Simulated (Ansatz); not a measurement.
W (Im-3m), PBE, DFPT electron-phonon coupling, linearised Boltzmann equation (Ansatz, a first-principles code): Condition of this run: functional PBE. phonon-limited resistivity 5.49 μΩ·cm at 300 K, 7.49 μΩ·cm at 400 K, Drude plasma energy 7.51 eV.

Problem. What temperature coefficient of resistance follows, and how does it compare with 1/T?

Solution. (ρ₄₀₀ − ρ₃₀₀)/(100 K × ρ₃₀₀) = 3.64×10⁻³ K⁻¹, against 1/T = 3.33×10⁻³ K⁻¹ for a resistivity proportional to T. It lies higher because phonons are still being populated at 300 K; impurities would add a constant and lower it.

Problem. Estimate the electronic thermal conductivity at 300 K by the Wiedemann-Franz law (L₀ = 2.44×10⁻⁸ W·Ω/K²).

Solution. L₀T/ρ = 2.44×10⁻⁸ × 300/(5.49×10⁻⁸) = 133 W/(m·K). Inelastic scattering puts the true Lorenz number somewhat under L₀ near and below the Debye temperature.

Problem. What Drude relaxation time do resistivity and plasma energy imply?

Solution. ω_p = 1.14e16 s⁻¹, so τ = 1/(ε₀ ω_p² ρ) = 15.8 fs, a damping ħ/τ of 41.7 meV.

A metal at this level (no band gap). Only scattering by harmonic phonons is included (no impurities, grain boundaries, electron-electron scattering or thermal expansion). Spin-orbit coupling is left out, which matters with elements this heavy. The squared frequency of the phonon mode least converged on the k mesh is uncertain by about 21 %. The run warned that the eigensolver left some states short of its tolerance. Halving the electron mesh (36x36x36) moves the resistivity by up to 8 % at 300 K. Smearing 0.20 eV; phonons on a 6x6x6 q mesh, which this run doesn't test.
